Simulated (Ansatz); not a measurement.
BP (F-43m) under hydrostatic pressure: band gap by r2SCAN with spin-orbit coupling, rigid bands (plane waves, PAW; Ansatz, a quantum-chemistry and plane-wave program). The unloaded cell, whose axes the loads refer to:

```
BP
1.0
    0.00000     2.26827     2.26827
    2.26827     0.00000     2.26827
    2.26827     2.26827     0.00000
B P
1 1
Direct
  0.00000   0.00000   0.00000
  0.25000   0.25000   0.25000
```

| hydrostatic pressure (GPa) | volume per atom (Å³) | band gap (eV) |
|---|---|---|
| -2 | 11.81 | 1.42 |
| 0 | 11.67 | 1.40 |
| 2 | 11.54 | 1.38 |
| 5 | 11.35 | ? |
| 10 | 11.06 | 1.32 |

Q: Fit a straight line to band gap against the load over the rows given, and predict the row at 5 GPa.

A: The means are x̄ = 2.500 GPa and ȳ = 1.3800; Σ(x − x̄)(y − ȳ) = -0.6800 and Σ(x − x̄)² = 83.00, so the slope is -8.19 meV per GPa, and the rows given lie within 4.1 meV of the line. At 5 GPa the line gives 1.36 eV; the calculation gives 1.36 eV, 0.035 % from it.

Q: With all rows, what volume deformation potential dE_g/d ln V follows?

A: A line through E_g against ln V has the slope 1.5 eV, so the gap narrows under compression.

 Stresses and pressures are the targets of the relaxation. Gaps are resolved to about 0.01 eV. The structure type is held at every load. Geometry: cell and atoms relaxed with r2SCAN.
